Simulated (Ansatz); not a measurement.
Defect migration in fcc Rh: interstitial O, neutral cell. These are PBE, PAW (plane waves to 420 eV; Ansatz, an electronic-structure program) values and carry that method's errors.

32-site cell at the relaxed PBE lattice, a 2×2×2 k-point mesh shifted by half a step, smearing 0.10 eV, spin-restricted, no finite-size correction. Static, classical nuclei. Sites that were not tried may lie lower.

Barriers: single points on a 4×4×4 k-point mesh shifted by half a step at the bands' geometries (they differ from the bands' own by up to 0.11 eV, and are uncertain by about as much).

Relaxed starting cell (atoms counted from 1):

```xyz
33
Lattice="7.6600 0.0000 0.0000 0.0000 7.6600 0.0000 0.0000 0.0000 7.6600" Properties=species:S:1:pos:R:3 pbc="T T T"
Rh    -0.1387    -0.1376    -0.1413
Rh    -0.0062    -0.0058     3.8420
Rh    -0.0061     3.8441    -0.0074
Rh    -0.0026     3.8579     3.8552
Rh     3.8439    -0.0052    -0.0068
Rh     3.8569    -0.0020     3.8547
Rh     3.8578     3.8574    -0.0049
Rh     3.8300     3.8310     3.8279
Rh    -0.1379     2.0562     2.0537
Rh    -0.0049     1.9231     5.7314
Rh    -0.0049     5.7339     1.9203
Rh    -0.0034     5.7198     5.7180
Rh     3.8446     1.9224     1.9209
Rh     3.8588     1.9214     5.7181
Rh     3.8584     5.7209     1.9189
Rh     3.8293     5.7486     5.7454
Rh     2.0553    -0.1374     2.0534
Rh     1.9225    -0.0040     5.7313
Rh     1.9226     3.8445     1.9207
Rh     1.9209     3.8593     5.7173
Rh     5.7337    -0.0036     1.9204
Rh     5.7187    -0.0034     5.7181
Rh     5.7193     3.8588     1.9193
Rh     5.7475     3.8305     5.7455
Rh     2.0567     2.0566    -0.1406
Rh     1.9239     1.9237     3.8425
Rh     1.9230     5.7334    -0.0073
Rh     1.9212     5.7213     3.8557
Rh     5.7334     1.9232    -0.0063
Rh     5.7200     1.9215     3.8558
Rh     5.7204     5.7207    -0.0054
Rh     5.7466     5.7477     3.8281
O      0.9582     0.9593     0.9555
```

End state 1 differs by these moves (Å; atoms that move under 0.08 Å are left out):

| atom | element | Δx | Δy | Δz |
|---|---|---|---|---|
| 1 | Rh | 0.14 | 0.01 | 0.14 |
| 3 | Rh | 0.01 | 0.12 | 0.01 |
| 9 | Rh | 0.14 | -0.14 | -0.01 |
| 10 | Rh | 0.00 | -0.01 | -0.12 |
| 17 | Rh | -0.12 | 0.12 | -0.12 |
| 25 | Rh | -0.01 | -0.14 | 0.14 |
| 29 | Rh | -0.12 | -0.01 | 0.00 |
| 33 | O | -0.96 | 0.96 | -0.96 |

Question: What forward and backward barriers to end state 1 does PBE, PAW give?

Answer: forward 1.38 eV, backward 0.61 eV; at the saddle point atom 33 has neighbours 3 Rh at 1.86 Å. The saddle point's order was not checked, and it lies on a symmetry element of the cell, where a band can be held.
